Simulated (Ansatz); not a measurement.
## Short convergence ladders for CsPbBr₃ (P4mm, 5 atoms in the cell)

```xyz
5
Lattice="5.8407 0.0000 0.0000 0.0000 5.8407 0.0000 0.0000 0.0000 5.8407" Properties=species:S:1:pos:R:3 pbc="T T T"
Cs     0.0000     0.0000     0.0500
Pb     2.9203     2.9203     2.9203
Br     2.9203     0.0000     2.9203
Br     0.0000     2.9203     2.9203
Br     2.9203     2.9203     0.0000
```

Base method: LDA (PW92), default PAW files made with PBE (plane waves; Ansatz, a first-principles code).

Base settings: basis.ecutwfc = 420 eV; kpoints.mp_grid.grid = 3 3 3; hamiltonian.xc = lda; hamiltonian.pseudopotentials = {kind: paw} (the program's default PAW files); scf.occupations.method = fermi_dirac; scf.occupations.width = 0.01 eV.

The count of work is k-points × plane waves × bands × iterations; it is no time. 

**The cutoff for other potential files**

Level: DFT, LDA (PW92), plane waves, harder PAW files (source: ansatz) made with PBE.

In this ladder: hamiltonian.pseudopotentials = {kind: paw, source: ansatz}.

The second cell is the first with its lattice scaled by 0.98.

The mesh stays at the base's, so the ladder's end is converged at best in this setting alone.

The first pressure column holds Ansatz's estimate of the finite-basis (Pulay) stress, which hides part of the cutoff error; the other is without it.

Only quantities that move along the ladder and can be compared are tabulated.

| basis.ecutwfc | free energy less the last step's (meV/atom) | energy of the compressed cell less the first (meV/atom) | pressure (GPa) | pressure without the Pulay estimate (GPa) | count of work / last |
|---|---|---|---|---|---|
| 305 eV | 3403.97 | -29.41 | -1.61 | -75.64 | 0.11 |
| 375 eV | 480.74 | -14.21 | -1.19 | -15.65 | 0.14 |
| 475 eV | 15.72 | -7.91 | -1.19 | -1.98 | 0.23 |
| 580 eV | 0.62 | -7.57 | -1.18 | -1.19 | 0.31 |
| 680 eV | 0.40 | -7.57 | -1.18 | -1.19 | 0.40 |
| 815 eV | 0.19 | -7.57 | -1.18 | -1.18 | 0.46 |
| 1020 eV | 0.06 | -7.57 | -1.18 | -1.18 | 0.73 |
| 1360 eV | 0.00 | -7.57 | -1.18 | -1.18 | 1.0 |

Coarsest basis.ecutwfc that holds the pressure within 0.2 GPa of the last step, with all finer ones: 375 eV, at 0.14 of the last step's count of work; the step before is off by 0.43 GPa.

Coarsest basis.ecutwfc that holds the energy of the compressed cell less the first within 0.2 meV/atom of the last step, with all finer ones: 580 eV, at 0.31 of the last step's count of work; the step before is off by 0.34 meV/atom.

Coarsest basis.ecutwfc that holds the pressure without the Pulay estimate within 1 GPa of the last step, with all finer ones: 475 eV, at 0.23 of the last step's count of work; the step before is off by 14 GPa.

The energy difference between the two cells stays within 1 meV/atom of the last step's from 475 eV on, the total only from 580 eV on: much of the error is common to both cells and cancels.

At the lowest cutoff the pressure without the Pulay estimate lies 74.5 GPa under the last step's, the usual sign of Pulay stress in an incomplete plane-wave basis.

**The relaxed cell against the cutoff**

On CsPbBr3 (Pm-3m, 5 atoms in the cell): atoms on their sites.

In this ladder: relax = cell and atoms.

The mesh stays at the base's, so the ladder's end is converged at best in this setting alone.

Only quantities that move along the ladder and can be compared are tabulated.

| basis.ecutwfc | relaxed volume (Å³/atom) | relaxation steps |
|---|---|---|
| 210 eV | 38.219 | 15 |
| 250 eV | 37.987 | 12 |
| 295 eV | 37.825 | 8 |
| 355 eV | 37.799 | 4 |
| 420 eV | 37.817 | 5 |
| 505 eV | 37.817 | 5 |
| 630 eV | 37.814 | 5 |
| 840 eV | 37.813 | 5 |

Coarsest basis.ecutwfc that holds the relaxed volume within 0.189 Å³/atom of the last step, with all finer ones: 250 eV; the step before is off by 0.41 Å³/atom.

At the lowest cutoff the cell relaxes to a volume 1.1 % larger than at the highest. Ansatz relaxes on a stress corrected for the finite basis.

On the base run: the starting cell has typed, rounded lattice constants, without a prior relaxation at this level. Its lattice was rescaled by up to half a per cent. One atom was moved a little off its site on purpose.

Keys are those of Ansatz 0.2.
